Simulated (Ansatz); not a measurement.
Consider Be in the hcp (Mg type) structure (space group P6_3/mmc, No. 194; a = 2.262 Å, c = 3.569 Å; relaxed with 0.1 eV smearing).

Method: plane-wave PAW DFT at the r2SCAN level (Ansatz, an electronic-structure program, 500 eV), without spin-orbit coupling.

Before the change:

* **Pressure**: 0.0 GPa

Now apply this change: the cell is scaled by 1.0277 in all directions; the atoms relax in the strained cell.

Problem. What happens to the energy relative to the base and pressure?

Solution. The energy increases by 20 meV/atom; the pressure (mean of the normal stresses, compression positive) goes from zero to -8.9 GPa.

Whether these cells are dynamically stable was not tested.
